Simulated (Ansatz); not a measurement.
Ansatz (a first-principles code) run on ZrTiTe4 (Pm, 6 atoms in the cell): self-consistent single point.

Method of the run: PBEsol, default PAW files made with PBE (plane waves; Ansatz).

```
CELL_PARAMETERS angstrom
      6.77217     0.00000     0.00000
      0.00000     3.91310     0.00000
     -0.01398     0.00000     6.84798
ATOMIC_POSITIONS crystal
  Zr 0.50001 0.50000 0.00730
  Ti 0.00000 0.00000 0.00000
  Te 0.84443 0.50000 0.24704
  Te 0.15557 0.50000 0.75296
  Te 0.32374 0.00000 0.25562
  Te 0.67626 0.00000 0.74438
```

Reference input (self-consistent single point, DFT, PBEsol, plane waves, default PAW files made with PBE): basis.ecutwfc = 420 eV; kpoints.mp_grid.grid = 3 7 3; hamiltonian.xc = pbesol; hamiltonian.pseudopotentials = {kind: paw} (the program's default PAW files); scf.occupations.method = gaussian; scf.occupations.width = 0.1 eV. This run's input differs from it in these lines:

Ansatz 0.2 input:
```diff
@@ -17,3 +17,3 @@
   mp_grid:
-    grid: [3, 7, 3]
+    grid: [5, 12, 5]
 hamiltonian:
@@ -25,3 +25,3 @@
     method: gaussian
-    width: 0.1
+    width: 0.3
 output:
```

The program printed (abridged):

```
SCF iter   1: F=—  HF=-34213.216208 eV  |F-HF|=—  |Δ(HF+E_count)|=         —  Δρ=4.05e-3  dr2=3.48e-2  ethr=1.77e-3  ⟨swp⟩=6.5  Hψ=17468  notcnv=0
all-band conjugate gradients solve this SCF's bands
preconditioner: auto → LDOS
SCF iter   2: F=—  HF=-34213.213114 eV  |F-HF|=—  |Δ(HF+E_count)|=   3.09e-3  Δρ=3.23e-3  dr2=3.08e-2  ethr=3.96e-5  ⟨swp⟩=2.0  Hψ=9610  notcnv=0
SCF iter   3: F=—  HF=-34213.209898 eV  |F-HF|=—  |Δ(HF+E_count)|=   3.22e-3  Δρ=6.33e-4  dr2=1.29e-3  ethr=3.50e-5  ⟨swp⟩=2.0  Hψ=5412  notcnv=0
SCF iter   4: F=—  HF=-34213.209851 eV  |F-HF|=—  |Δ(HF+E_count)|=   4.67e-5  Δρ=1.48e-4  dr2=6.31e-5  ethr=1.46e-6  ⟨swp⟩=2.0  Hψ=5423  notcnv=0
SCF iter   5: F=—  HF=-34213.209790 eV  |F-HF|=—  |Δ(HF+E_count)|=   6.06e-5  Δρ=3.35e-5  dr2=6.20e-6  ethr=7.17e-8  ⟨swp⟩=3.0  Hψ=9313  notcnv=0
SCF iter   6: F=—  HF=-34213.209790 eV  |F-HF|=—  |Δ(HF+E_count)|=   7.85e-7  Δρ=9.41e-6  dr2=1.12e-7  ethr=7.04e-9  ⟨swp⟩=3.0  Hψ=8849  notcnv=0
SCF iter   7: F=-34213.209790 eV  HF=-34213.209790 eV  |F-HF|=1.02e-8  |Δ(HF+E_count)|=   4.54e-8  Δρ=2.99e-6  dr2=1.80e-8  ethr=1.14e-10  ⟨swp⟩=10.5  Hψ=19173  notcnv=0
SCF 1 converged in 7 iterations: F = -34213.209790 eV  dr2 = 1.80e-8
Free energy (F): -34213.209790 eV
Internal energy: -34213.105157 eV  (E = F + TS)
E sigma→0 (E₀):  -34213.157473 eV
Entropy (-TS):   -0.104632 eV (-17.439 meV/atom)
Fermi energy:    8.989227 eV
--- Forces (eV/Å), atoms counted from 1 ---
  atom   1  Zr     0.04438486     0.00000000    -0.43095739
  atom   2  Ti    -0.04733264     0.00000000    -0.08790453
  atom   3  Te     0.09952936     0.00000000     0.13584342
  atom   4  Te     0.03857734     0.00000000     0.04784155
  atom   5  Te    -0.10886386     0.00000000     0.21813825
  atom   6  Te    -0.02630053     0.00000000     0.11704572
--- Stress (GPa, compression-positive) ---
       -2.603203       0.000000      -0.013644
        0.000000      -2.843844       0.000000
       -0.013644       0.000000      -1.366807
  P = ⅓ Tr σ = -2.2713 GPa (-22.713 kbar)
  The stress holds the Pulay correction. Without it, at fixed plane waves, as pw.x and ABINIT print it: P = -2.2942 GPa
```

The run converged in 7 iterations. Against the reference run the free energy goes down by 5.4 meV/atom, the pressure hardly changes (-2.34 to -2.27 GPa) and the largest force hardly changes (0.429 to 0.433 eV/Å).

The starting cell comes from a database of computed structures (which also holds hypothetical and non-ambient phases and stackings), without a prior relaxation at this level. Its lattice was rescaled by up to half a per cent. One atom was moved a little off its site on purpose. Spin-orbit coupling is off. Spin polarisation is off, so a magnetic state, if there is one, cannot be reached. Ansatz's pressure includes its estimate of the finite-basis (Pulay) stress.

Cost on one core of a shared machine: roughly 80 s.
